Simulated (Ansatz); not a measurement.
Cell and atoms of amorphous Ti20O43Ga2:

```xyz
65
Lattice="9.3826 0.0362 -0.0593 0.0362 9.1734 0.1873 -0.0593 0.1873 9.2580" Properties=species:S:1:pos:R:3 pbc="T T T"
Ti     2.7122     4.5607     4.6596
Ti     0.6737     0.4712     2.3384
Ti     0.5974     6.9554     3.7857
Ti     1.4982     0.3281     8.0300
Ti     0.8440     2.7468     6.5305
Ti     8.4943     2.2021     0.1951
Ti     9.0988     5.7296     0.6986
Ti     6.2448     5.2549     3.6581
Ti     6.0360     7.5909     1.8031
Ti     6.1354     1.9622     2.3078
Ti     4.1399     2.3661     7.1728
Ti     7.5108     5.9787     6.8449
Ti     7.0022     2.5714     5.2734
Ti     3.7209     1.5756     3.8297
Ti     4.2532     7.2704     4.4693
Ti     7.4793     8.5583     8.6130
Ti     5.4206     4.4787     0.1554
Ti     4.1990     7.9191     7.8379
Ti     9.1199     3.6098     3.0636
Ti     2.9084     7.0466     1.0609
O      9.0242     3.9349     1.0543
O      6.3053     0.1382     2.0507
O      8.9969     2.9846     7.7403
O      2.9531     8.6182     0.1691
O      0.9857     0.8615     6.1321
O      6.0863     5.5111     1.7691
O      7.5922     1.0090     5.7865
O      5.6410     1.7750     4.1922
O      9.2646     8.6578     7.9291
O      4.3195     0.5281     7.2011
O      4.3301     2.1954     2.1806
O      6.1567     7.1088     3.8621
O      2.1852     2.1113     7.7513
O      8.9031     5.6678     2.9585
O      6.5543     3.0157     0.7849
O      7.9684     7.3442     0.9036
O      6.4714     5.2929     8.1801
O      4.5505     7.0159     6.2735
O      3.8339     8.9959     4.4883
O      5.6261     8.1187     9.2125
O      2.3531     6.4948     4.4993
O      1.4110     7.8618     2.3551
O      7.1235     3.5214     3.3431
O      1.7204     4.6003     6.3251
O      5.7711     2.9222     6.5534
O      9.0978     3.0771     4.8797
O      7.0638     7.7211     6.9552
O      4.2143     3.5070     8.6020
O      9.3230     6.9750     5.6418
O      3.9294     6.2353     9.1926
O      1.9302     1.3748     3.1165
O      9.0674     5.8272     8.0099
O      9.1594     8.7056     3.8939
O      4.1661     7.3354     2.3721
O      3.2801     2.7677     5.2991
O      1.4370     5.8780     0.8177
O      8.6211     1.8450     2.2665
O      4.4954     5.0449     4.1366
O      1.6284     4.0660     3.3732
O      7.1432     4.9927     5.3769
O      0.6109     0.9193     0.4152
O      7.2987     1.1350     8.7744
O      2.2670     7.6914     7.4012
Ga     8.9455     8.9115     5.8422
Ga     1.1820     6.2840     6.9867
```

All values below come from PBE, scalar-relativistic without spin-orbit coupling (plane waves to 420 eV, PAW; Ansatz, a quantum-chemistry and plane-wave program).

The cell was made by melting and quenching with the CHGNet potential and then relaxed with DFT. O atoms were pushed apart under 1.9 Å during the dynamics, to hinder bonds among them. The hot cell started wider than the set density and was brought back towards it in steps. It is the lowest in DFT energy of 2 quenches. It is a model cell: composition and starting density were chosen by hand, and all elements were melted together. No dispersion term was used. Its density started from a set value of 3.72 and ended at 3.72 g/cm³. The simulated quench (nominally 360 K/ps over its main leg) is rapid and tends to freeze in more defects than a deposited or slowly cooled glass has. A cell of this size samples the disorder only roughly. The volume was held where the preparation left it and the shape relaxed, at a PBE pressure of 1.3 GPa. Stress components on the final sampling reach 1.4 GPa.

Cut-offs for bonds: Ti-Ti 3.12 Å, Ti-O 2.56 Å, Ti-Ga 2.90 Å, O-O 1.58 Å, O-Ga 2.26 Å, Ga-Ga 2.68 Å. Two cations that share two anions don't count as bonded, nor two that share one unless they lie closer than Ti-Ti 3.04 Å, Ti-Ga 2.82 Å, Ga-Ga 2.61 Å.

Q: Give the coordination numbers, mean bond lengths and angles.

A: 
```json
{
  "Mean coordination of Ti by anions": "5.40 (12 with 5, 8 with 6)",
  "Mean coordination of O": "2.72 (15 with 2, 25 with 3, 3 with 4)",
  "Mean coordination of Ga by anions": "4.50 (1 with 4, 1 with 5)",
  "Mean Ti-O bond": "1.962 Å (spread 0.144 Å, 108 counted)",
  "Mean O-Ga bond": "1.928 Å (spread 0.086 Å, 9 counted)",
  "Bond angle at Ti": "mean 105.0°, spread 27.4°",
  "Bond angle at O": "mean 118.7°, spread 19.8°",
  "Bond angle at Ga": "mean 106.8°, spread 22.4°"
}
```

Q: List the pairs of like atoms that count as bonded by the rules above.

A: There are none by these rules.
